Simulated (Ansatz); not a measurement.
Start from HfO2 in the fluorite structure (space group Fm-3m, No. 225; a = 5.059 Å).

Method: plane-wave PAW DFT at the r2SCAN level (Ansatz, a program for electronic structure, 500 eV), no SOC, earlier PAW set.

Base values:

| Item | Value |
|---|---|
| Electron mass | 1.0 mₑ along k, 0.75 mₑ across (at X) |
| Hole mass | 0.28 mₑ along k, 2.9 mₑ across (at X) |
| Volume per atom | 10.79 Å³ |

It is then changed as follows: cell and atoms relaxed at a pressure of 9 GPa.

Q: Estimate the effect on the mean gap deformation potential ΔEg/Δln V, electron mass, hole mass and volume per atom.

A: The mean gap deformation potential ΔEg/Δln V amounts to -2.7 eV; the electron mass becomes 1.1 mₑ along k, 0.74 mₑ across (at X) (base: 1.0 mₑ along k, 0.75 mₑ across (at X)); the hole mass becomes 0.28 mₑ along k, 2.8 mₑ across (at X) (base: 0.28 mₑ along k, 2.9 mₑ across (at X)); the volume per atom decreases by 0.33 Å³ (10.79 Å³ → 10.46 Å³).

With Hf present, leaving out spin-orbit coupling can change the band edges. Load acts through the strain it causes; cell and atoms are relaxed under it. Effective masses come from finite differences of ±0.01 Å⁻¹. Along k means along the line from Γ to the band edge. No phonon test of stability was made. Competing high-pressure phases were not computed. This is not the structure that HfO2 has at room temperature and ambient pressure.
